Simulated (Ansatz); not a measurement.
The starting structures come from a database of crystals and need not be the phases stable at ambient conditions.

 Where the default PAW files enter, the runs use the earlier of Ansatz's two default sets.

The decay constant κ of evanescent states in the gap governs leakage through a thin film.

Consider the following.

```xyz
2
Lattice="4.5693 0.0000 0.0000 0.0000 4.5693 0.0000 2.2847 -2.2847 3.2310" Properties=species:S:1:pos:R:3 pbc="T T T"
Tl     0.0000     0.0000     0.0000
Cl     4.5693     0.0000     3.2310
```

Space group of this cell: Fm-3m, rock salt. The cell was relaxed by PBE-D3(BJ); by PBEsol its mean pressure is -1.2 GPa.

Transport runs along the normal of the first two printed cell vectors, the (001) plane of the conventional cell.

No gap correction and no spin-orbit coupling; mid-gap values are interpolated between computed energies.

Predict the band gap and the smallest decay constant κ at mid-gap from Ansatz (a program for electronic structure) with PBEsol.

Gap 2.32 eV on a 10×10×10 mesh; κ = 0.215 1/Å, at (0.500, 0.000) of the in-plane reciprocal vectors. At the zone centre, at the nearest computed energy, the slowest state has κ = 0.27 1/Å.
